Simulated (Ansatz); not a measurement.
Seebeck coefficient (μV/K, mean over directions) of p-type GaS (P6_3/mmc) against carrier density, PBEsol+D3BJ, rigid bands run with Ansatz (a first-principles code). Computed gap 1.29 eV; densities at which minority carriers matter at this gap, or further valleys turn the trend, are left out. Conductivity mass 0.42 mₑ (harmonic mean over directions), N_v = 2.0e19 cm⁻³ at 300 K.

```tsv
hole density	300 K	500 K
1e16 cm⁻³	870	939
1e17 cm⁻³	672	740
1e18 cm⁻³	474	542
3e18 cm⁻³	[?]	448
1e19 cm⁻³	279	345
3e19 cm⁻³	192	254
1e20 cm⁻³	[?]	162
3e20 cm⁻³	[?]	94
1e21 cm⁻³	28	46
```

Task: Fill in the missing entries.

Result: 
- 3e18 cm⁻³, 300 K: 380
- 1e20 cm⁻³, 300 K: 111
- 3e20 cm⁻³, 300 K: 59

Rigid bands with a gap fixed in temperature, one relaxation time for all states, no polarons or phonon drag, and whether or not such doping can be reached. Spin-orbit coupling is left out; where it splits the top of the valence band, N_v and the p-type Seebeck coefficient come out somewhat high without it. Geometry: cell and atoms relaxed with PBEsol+D3(BJ).

Formula and space group known from diffraction (Crystallography Open Database), not checked to be the room-temperature form: GaS (P6_3/mmc). PBEsol with a dispersion correction tends to overbind, so the cell can be several per cent short, in bad cases over ten, which usually narrows a gap: GaS (P6_3/mmc).
